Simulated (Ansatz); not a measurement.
The starting structures come from a database of crystals and need not be the phases stable at ambient conditions.

Given:

```
CELL_PARAMETERS angstrom
      5.83465     0.00000     0.00000
     -1.88790     6.33256     0.00000
      1.88790    -0.85768     6.27421
ATOMIC_POSITIONS crystal
  Li 0.25000 0.08044 0.08044
  Li 0.75000 0.91956 0.91956
  Li 0.25000 0.72313 0.72313
  Li 0.75000 0.27687 0.27687
  V  0.26414 0.18936 0.62030
  V  0.73586 0.81064 0.37970
  V  0.23586 0.62030 0.18936
  V  0.76414 0.37970 0.81064
  O  0.41959 0.67878 0.38440
  O  0.58041 0.32122 0.61560
  O  0.08041 0.38440 0.67878
  O  0.91959 0.61560 0.32122
  O  0.83766 0.00127 0.22185
  O  0.16234 0.99873 0.77815
  O  0.66234 0.22185 0.00127
  O  0.33766 0.77815 0.99873
  O  0.27698 0.07694 0.37266
  O  0.72302 0.92306 0.62734
  O  0.22302 0.37266 0.07694
  O  0.77698 0.62734 0.92306
```

Space group of this cell: C2/c. The cell is taken as given; by r2SCAN its mean pressure is -2.0 GPa.

Transport runs along the normal of the first two printed cell vectors.

No gap correction and no spin-orbit coupling; mid-gap values are interpolated between computed energies.

### Question
Estimate the band gap and the smallest decay constant κ at mid-gap that r2SCAN (Ansatz, an electronic-structure program) returns for this system.

### Answer
Gap 3.31 eV on a 6×6×6 mesh; κ = 0.576 1/Å, at (-0.333, 0.333) of the in-plane reciprocal vectors. At the zone centre, at the nearest computed energy, the slowest state has κ = 0.64 1/Å.
